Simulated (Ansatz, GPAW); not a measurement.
## Code comparison for LiPd₇ (Fm-3m, 8 atoms in the cell)

Self-consistent single point.

```
LiPd7
1.0
    0.00000     3.88572     3.88572
    3.88572     0.00000     3.88572
    3.88572     3.88572     0.00000
Li Pd
1 7
Cartesian
  0.00000   0.00000   0.00000
  3.88572   3.88572   3.88572
  1.94286   1.94286   0.00000
  1.94286   1.94286   3.88572
  0.00000   1.94286   1.94286
  3.88572   1.94286   1.94286
  1.94286   0.00000   1.94286
  1.94286   3.88572   1.94286
```
Moments meant for the start (each program seeds them in its own way; μB, in the order of the atoms Li Pd Pd Pd Pd Pd Pd Pd): 0.0 1.0 1.0 1.0 1.0 1.0 1.0 1.0.

Shared settings, as Ansatz (a quantum-chemistry and plane-wave program) writes them: kpoints.mp_grid.grid = 4 4 4; scf.occupations.method = fermi_dirac; scf.occupations.width = 0.136 eV. Potentials and cutoffs stand in the table.

| code | model | pressure (GPa) | cutoff |
|---|---|---|---|
| GPAW | PBEsol, GPAW PAW datasets PBEsol (made by gpaw-setup) | -3.76 | 550 eV |
| Ansatz | PBEsol, PAW files made with PBE | -4.12 | 420 eV |

On Ansatz's run: the starting moments vanished: the run ended non-magnetic. The program warned that a starting moment was not kept.

The spread over the programs that give each value: pressure within 0.36 GPa.

Ansatz's pressure is given at a fixed set of plane waves, as the other plane-wave codes print theirs; with its correction for the finite basis it is -4.08 GPa.

On the base mesh (5 5 5) the same programs gave: Ansatz pressure -4.60 GPa; GPAW pressure -4.25 GPa.

The values differ from the base mesh's, so the mesh still matters here: the table compares the programs at equal settings.

The starting cell comes from a database of computed structures (which also holds hypothetical and non-ambient phases and stackings), without a prior relaxation at this level.

Left out of this page: Elk (not drawn, or without a comparable value).

Keys are those of Ansatz 0.2.
